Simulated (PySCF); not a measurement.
PySCF 2.14.0, WB97X/def2-svp: W(OH)(H)5 ([OH][WH5]), 8 atoms. The geometry is a generated start, not checked to be a minimum at this level.

| Property | Value |
|---|---|
| task | energy and gradient |
| method | wb97x |
| basis | def2-svp |
| mol.max_memory | 7000 MB |
| mf.init_guess | minao (default) |
| mf.DIIS | CDIIS (default) |
| mf.diis_space | 8 (default) |
| mf.conv_tol | 1e-09 (default) |
| mf.grids.level | 3 (default) |
| effective core potentials | those of the basis set, past Kr |
| basis functions (reference run) | 76 |
| grid points (reference run) | 97240 |

```xyz
8

W     -0.1159    -0.3256    -0.1569
O      0.4977     1.2702     0.6498
H      0.7785     2.1195     1.0161
H     -1.4915    -0.3131     1.0163
H     -0.7673    -1.9793    -0.9911
H     -1.0894     0.6969    -1.2863
H      0.8904    -1.2385     1.0329
H      1.2976    -0.2301    -1.2808
```
Charge 0, spin multiplicity 1.

The reference run uses exact four-centre integrals. One run each, on a shared machine, so no times are given.

Settings tried, all else as in the reference:
- density fitting, auxbasis = def2-universal-jfit
- density fitting, auxbasis = autoaux
- density fitting
- density fitting of J alone, exact K

Task: Sort the settings: which keep to the reference within 1.0 meV/atom in energy, 10 meV/Å in forces (largest component), and which don't?

Result: Within it: density fitting, auxbasis = autoaux; density fitting; density fitting of J alone, exact K. Outside: density fitting, auxbasis = def2-universal-jfit.

```json
[
 {"setting": "density fitting, auxbasis = autoaux", "energy against the reference": "−0.011 meV/atom", "difference in forces (largest component)": "0.75 meV/Å"},
 {"setting": "density fitting", "energy against the reference": "−0.25 meV/atom", "difference in forces (largest component)": "1.1 meV/Å"},
 {"setting": "density fitting of J alone, exact K", "energy against the reference": "−0.32 meV/atom", "difference in forces (largest component)": "1.2 meV/Å"},
 {"setting": "density fitting, auxbasis = def2-universal-jfit", "energy against the reference": "+29 meV/atom", "difference in forces (largest component)": "28 meV/Å"}
]
```

Total energies are compared; such shifts often cancel in part in energy differences. def2-universal-jfit is made for Coulomb alone and misses functions that exchange needs. No test of the SCF solution's stability was run. Also tried and not ranked: density fitting, auxbasis = def2-universal-jkfit (same energy as a listed run); COSX exchange (sgx_fit, pjs) with fitted J, mf.with_df.grids_level_i = 1, mf.with_df.grids_level_f = 1 (gradient came out as NaN); COSX exchange (sgx_fit, pjs) with fitted J, mf.with_df.grids_level_i = 1, mf.with_df.grids_level_f = 2 (default) (gradient came out as NaN); COSX exchange (sgx_fit, pjs) with fitted J, mf.with_df.grids_level_i = 1, mf.with_df.grids_level_f = 3 (gradient came out as NaN); COSX exchange (sgx_fit, pjs) with fitted J, mf.with_df.grids_level_i = 1, mf.with_df.grids_level_f = 4 (gradient came out as NaN). The tolerance is a choice made for this comparison.
